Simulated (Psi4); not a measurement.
Psi4 1.11, PBE0/def2-svp: Ta(NH)(F)2(Me) ([CH3][Ta](=[NH])([F])[F]), 9 atoms. The geometry is a generated start, not checked to be a minimum at this level.

```json
{
  "task": "energy",
  "method": "pbe0",
  "basis": "def2-svp",
  "memory": "3 GB",
  "maxiter": "100",
  "keys_of_the_molecule_block": "symmetry c1",
  "scf_type": "df (default)",
  "guess": "auto, which took SAD (default)",
  "scf_initial_accelerator": "adiis (default)",
  "e_convergence": "1e-06 (default)",
  "d_convergence": "1e-06 (default)",
  "dft_radial_points": "75 (default)",
  "dft_spherical_points": "302 (default)",
  "effective_core_potentials": "those of the basis set, past Kr",
  "basis_functions": "108",
  "grid_points": "195392"
}
```

```xyz
9

Ta     0.4200     0.7830    -0.5195
N      0.5351    -0.4152    -1.8407
H      0.6483    -1.0384    -2.6306
F      2.0192     1.2120     0.3812
F     -0.9235     2.0876    -0.6889
C     -0.5537    -0.5147     1.1103
H     -0.6898    -1.5585     0.8403
H     -1.5293    -0.0870     1.3473
H      0.0738    -0.4688     2.0007
```

Charge 0 and multiplicity 1 are set for this test and not shown to be the ground state.

One run each on 2 threads. Values of diis_max_vecs tried: 3, 6, 10 (default), 20.

### Question
How does the count of SCF iterations change with diis_max_vecs, and where is it least?

### Answer
Fewest SCF iterations, within one of each other: 6 with 10, 10 (default) with 10, 20 with 10. The count rises to 19 at 3. All converge to one solution.

| diis_max_vecs | SCF iterations | end |
|---|---|---|
| 3 | 19 | same solution |
| 6 | 10 | same solution |
| 10 (default) | 10 | same solution |
| 20 | 10 | same solution |
